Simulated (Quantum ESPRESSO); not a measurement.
Input and output of a dielectric-response calculation for Lu₂SeO₂ (P1, 5 atoms in the cell) (Quantum ESPRESSO).

Method: PBEsol, PSlibrary PAW (PBE) pseudopotentials (plane waves; Quantum ESPRESSO).

```yaml
crystal:
  lattice:
    - [3.71608, 0.00000, 0.00000]
    - [-1.85804, 3.21822, 0.00000]
    - [0.00000, 0.00000, 6.64684]
  atoms:
    - { symbol: Lu, position: [0.28772, 0.62510, 0.28422] }
    - { symbol: Lu, position: [0.66975, 0.35473, 0.69659] }
    - { symbol: Se, position: [0.01217, 0.00636, 0.00322] }
    - { symbol: O, position: [0.33540, 0.66392, 0.64857] }
    - { symbol: O, position: [0.69497, 0.34990, 0.36740] }
```

Reference input (self-consistent single point, DFT, PBEsol, plane waves, PSlibrary PAW (PBE) pseudopotentials): ecutwfc = 55 Ry; ecutrho = 440 Ry; occupations = fixed; input_dft = pbesol; K_POINTS = automatic 5 5 3 1 1 1; nbnd = 24; conv_thr = 1e-11 Ry; mixing_beta = 0.7. This run's input differs from it in these lines:

```diff
@@ -33,3 +33,3 @@
 K_POINTS automatic
-5 5 3  1 1 1
+4 4 2  1 1 1
 CELL_PARAMETERS angstrom
```

Step 2 (ph.x):

```fortran
phonons at the zone centre
&inputph
    prefix = 'scf'
    outdir = './out'
    tr2_ph = 1.0d-14
    trans = .false.
    epsil = .true.
    zeu = .true.
/
0.0 0.0 0.0
```

The program printed (abridged):

Output of step 1:

```
     Self-consistent Calculation

     iteration #  1     ecut=    55.00 Ry     beta= 0.70

     total energy              =   -1585.90361353 Ry
     estimated scf accuracy    <       1.13186360 Ry

     iteration #  2     ecut=    55.00 Ry     beta= 0.70

     total energy              =   -1585.95720345 Ry
     estimated scf accuracy    <       2.67408393 Ry

     iteration #  3     ecut=    55.00 Ry     beta= 0.70

     total energy              =   -1586.48959716 Ry
     estimated scf accuracy    <       0.02339819 Ry

   [... 8 blocks of this kind left out ...]

     iteration # 12     ecut=    55.00 Ry     beta= 0.70

     total energy              =   -1586.49712047 Ry
     estimated scf accuracy    <          3.8E-10 Ry

     iteration # 13     ecut=    55.00 Ry     beta= 0.70
     End of self-consistent calculation

     highest occupied, lowest unoccupied level (ev):    10.4572   12.5702

!    total energy              =   -1586.49712047 Ry
     estimated scf accuracy    <          3.1E-12 Ry

     convergence has been achieved in  13 iterations

     Forces acting on atoms (cartesian axes, Ry/au):

     atom    1 type  1   force =     0.06243969    0.05418677   -0.00628878
     atom    2 type  1   force =     0.01731789   -0.02351214    0.03664096
     atom    3 type  2   force =    -0.00398174   -0.00846944   -0.00527935
     atom    4 type  3   force =    -0.01236594    0.01801344   -0.06272722
     atom    5 type  3   force =    -0.06340989   -0.04021863    0.03765439

     Total force =     0.143713     Total SCF correction =     0.000006

          total   stress  (Ry/bohr**3)                   (kbar)     P=      -20.83
   0.00002000   0.00009669  -0.00008513            2.94       14.22      -12.52
   0.00009669  -0.00021093  -0.00008623           14.22      -31.03      -12.68
  -0.00008513  -0.00008623  -0.00023385          -12.52      -12.68      -34.40

   JOB DONE.
```

Output of step 2:

```
     Reading xml data from directory:

     ./out/scf.save/
     file Lu.pbe-spdn-kjpaw_psl.1.0.0.UPF: wavefunction(s)  5S 5P 5D renormalized
     file Se.pbe-n-kjpaw_psl.1.0.0.UPF: wavefunction(s)  4S renormalized
     file O.pbe-n-kjpaw_psl.0.1.UPF: wavefunction(s)  2P renormalized

     G-vector sticks info
     --------------------
     sticks:   dense  smooth     PW     G-vecs:    dense   smooth      PW
     Sum        1507     745    223                83681    29543    4803

     Reading collected, re-writing distributed wavefunctions in ./out/

     Number and degeneracy of irreps per q-point
       N         xq(1)         xq(2)         xq(3)   N irreps
       1   0.000000000   0.000000000   0.000000000      15
     No degeneracy

     Calculation of q =    0.0000000   0.0000000   0.0000000

     phonons at the zone centre

     bravais-lattice index     =            0
     lattice parameter (alat)  =       7.0224  a.u.
     unit-cell volume          =     536.4294 (a.u.)^3
     number of atoms/cell      =            5
     number of atomic types    =            3
     kinetic-energy cut-off    =      55.0000  Ry
   [... lines left out ...]

     Representation     2      1 modes -  To be done

     Representation     3      1 modes -  To be done

     Representation     4      1 modes -  To be done

     Representation     5      1 modes -  To be done

     Representation     6      1 modes -  To be done

     Representation     7      1 modes -  To be done

     Representation     8      1 modes -  To be done

     Representation     9      1 modes -  To be done

     Representation    10      1 modes -  To be done

     Representation    11      1 modes -  To be done

     Representation    12      1 modes -  To be done

     Representation    13      1 modes -  To be done

     Representation    14      1 modes -  To be done

     Representation    15      1 modes -  To be done
     Electric Fields Calculation

      iter #   1   av.it.:   8.4
      thresh= 1.000E-02 alpha_mix =  0.700 |ddv_scf|^2 =  9.415E-07

      iter #   2   av.it.:  14.9
      thresh= 9.703E-05 alpha_mix =  0.700 |ddv_scf|^2 =  2.809E-06

   [... 7 blocks of this kind left out ...]

      iter #  10   av.it.:  15.0
      thresh= 1.832E-08 alpha_mix =  0.700 |ddv_scf|^2 =  8.626E-15

     End of electric fields calculation
          Dielectric constant in cartesian axis

          (       5.652420701       0.014580556      -0.007481094 )
          (       0.014580470       5.418143308       0.080281654 )
          (      -0.007479256       0.080285574       5.255301829 )

          Effective charges (d Force / dE) in cartesian axis without acoustic sum rule applied (asr)

           atom    1  Lu    Mean Z*:        3.66398
      Ex  (        4.01442        0.29232       -0.01070 )
      Ey  (        0.28170        3.35840        0.08053 )
      Ez  (       -0.03016        0.09587        3.61910 )
           atom    2  Lu    Mean Z*:        3.77962
      Ex  (        3.80175       -0.11772       -0.08419 )
      Ey  (       -0.11652        3.42389        0.02348 )
      Ez  (       -0.07265        0.03679        4.11321 )
           atom    3  Se    Mean Z*:       -1.95187
      Ex  (       -1.83952        0.03779       -0.03095 )
      Ey  (        0.03735       -1.92118       -0.09951 )
      Ez  (       -0.02683       -0.09683       -2.09490 )
           atom    4  O     Mean Z*:       -2.63014
      Ex  (       -2.88521        0.07523       -0.07434 )
      Ey  (        0.07870       -2.48941       -0.05610 )
      Ez  (       -0.02701       -0.04442       -2.51579 )
   [... lines left out ...]
      E*x (        3.78225       -0.11870       -0.08425 )
      E*y (       -0.11748        3.40741        0.02363 )
      E*z (       -0.07268        0.03691        4.06792 )
           atom    3  Se    Mean Z*:       -1.97896
      E*x (       -1.85902        0.03681       -0.03102 )
      E*y (        0.03639       -1.93767       -0.09936 )
      E*z (       -0.02686       -0.09672       -2.14019 )
           atom    4  O     Mean Z*:       -2.65723
      E*x (       -2.90471        0.07425       -0.07441 )
      E*y (        0.07773       -2.50589       -0.05595 )
      E*z (       -0.02704       -0.04430       -2.56108 )
           atom    5  O     Mean Z*:       -2.75322
      E*x (       -3.01344       -0.28369        0.20045 )
      E*y (       -0.27736       -2.30576        0.05100 )
      E*z (        0.15675        0.00814       -2.94046 )
   JOB DONE.
```

The run converged in 13 iterations. 

Summary of the result:
- Free energy E − TS = -21585.3930 eV
- Top of the valence band (on the code's own zero) = 10.46 eV
- Gap on the k-point mesh = 2.11 eV
- Pressure = -2.08 GPa
- Largest force (vector length) = 2.160 eV/Å
- ε∞ at this k-point mesh, which may be far from converged in small-gap cells (xx, yy, zz) = 5.65, 5.42, 5.26
- Born charges at this mesh (mean of the diagonal, e) = Lu 3.64, Lu 3.75, Se -1.98, O -2.66, O -2.75

The starting cell comes from a database of computed structures (which also holds hypothetical and non-ambient phases and stackings), without a prior relaxation at this level. Its atoms were displaced at random from the sites of space group no. 164. Spin-orbit coupling is off. The shifted mesh does not hold Γ, so a gap read on it misses any band edge there.
